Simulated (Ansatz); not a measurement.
**What W → Mo does to hypothetical Fm-3m WSe2**

The reference is WSe2 (space group Fm-3m, No. 225; a = 6.1186 Å; a hypothetical phase, not in the database extracts checked).

One thing is altered: every W is replaced by Mo, then cell and atoms are relaxed.

Computed with PBEsol (Ansatz, an electronic-structure program, PAW, spin-orbit coupling left out). Settings: 13×13×13 k-points, 0.05 eV Fermi–Dirac smearing.

```tsv
quantity	base	changed	shift
volume per atom	19.09 Å³	19.01 Å³	-0.08 Å³
density	9.91 g/cm³	7.39 g/cm³	-2.52 g/cm³
lattice parameter a	6.119 Å	6.110 Å	-0.009 Å
space group	Fm-3m (No. 225)	Fm-3m (No. 225)	–
band gap	zero	zero	–
```

Final structure:

```
MoSe2
1.0
    0.00000     3.05502     3.05502
    3.05502     0.00000     3.05502
    3.05502     3.05502     0.00000
Mo Se
1 2
Cartesian
  0.00000   0.00000   0.00000
  1.52751   1.52751   1.52751
  4.58253   4.58253   4.58253
```

Whether these cells are dynamically stable was not tested. As relaxed here, MoSe2 is a hypothetical phase, not in the database extracts checked. All final runs are without spin polarisation. MoSe2 and WSe2 have a high density of states at the Fermi level and may be magnetic at this level.
